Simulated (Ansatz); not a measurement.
Nb on the Hf site in monoclinic HfO2: one set of geometries, relaxed with PBE, evaluated in Ansatz (PAW, plane waves to 420 eV, 500 eV under r2SCAN) with PBE, r2SCAN.

Cell and caveats: 96-site cell; 2×2×2 shifted k-points; start: the Hf site; charged states image-corrected; no spin–orbit coupling; finite-size errors of tenths of an eV; flagged in the runs: a host whose relaxation on this sampling wasn't shown to rest, a strain field that reaches the edge of the cell.

| quantity | PBE | r2SCAN |
|---|---|---|
| host gap (eV) | 4.04 | (withheld) |
| ε(+1/0) above the VBM (eV) | 2.92 | (withheld) |
| ε(0/−1) above the VBM (eV) | 3.45 | (withheld) |
| neutral formation energy against hcp Hf, bcc Nb (eV) | 3.37 | (withheld) |
| largest moment on one atom at charge 0 (μB) | 0.43 | (withheld) |
| largest moment on one atom at charge −1 (μB) | 0.84 | (withheld) |

Problem. Given the lower rungs, what does r2SCAN give?

Solution. 
- host gap (eV), r2SCAN: 4.54
- ε(+1/0) above the VBM (eV), r2SCAN: 3.09
- ε(0/−1) above the VBM (eV), r2SCAN: 3.66
- neutral formation energy against hcp Hf, bcc Nb (eV), r2SCAN: 3.50
- largest moment on one atom at charge 0 (μB), r2SCAN: 0.46
- largest moment on one atom at charge −1 (μB), r2SCAN: 0.90

Ansatz is a quantum-chemistry and plane-wave program.
